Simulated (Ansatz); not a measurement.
## BN, response to strain

Start from BN in the wurtzite structure (space group P6_3mc, No. 186; a = 2.555 Å, c = 4.225 Å). Axes: x lies along a and z along c of the hexagonal cell.

Strains are applied to the cell and any free atomic positions relax.

Level of theory: Ansatz (a quantum-chemistry and plane-wave program), PBE, PAW, cutoff 420 eV, no spin-orbit coupling.

Notes on the quantities. pressure: mean of the normal stresses, compression positive.

| variant | pressure | volume per atom | band gap |
|---|---|---|---|
| base | 0.00 GPa | 5.97 Å³ | 5.23 eV |
| uniaxial strain ε_zz = −2.40 % | [?] | 5.83 Å³ | [?] |
| uniaxial strain ε_zz = −1.80 % | 7.21 GPa | 5.86 Å³ | 5.28 eV |
| uniaxial strain ε_zz = −1.20 % | 4.70 GPa | 5.90 Å³ | 5.26 eV |
| uniaxial strain ε_zz = −0.60 % | 2.30 GPa | 5.93 Å³ | 5.24 eV |

### Question
Fill in the withheld entries from the trend.

### Answer

- uniaxial strain ε_zz = −2.40 %, pressure: 9.82 GPa
- uniaxial strain ε_zz = −2.40 %, band gap: 5.31 eV

Gaps are read on the SCF mesh and a high-symmetry path. No phonon test of stability was made.
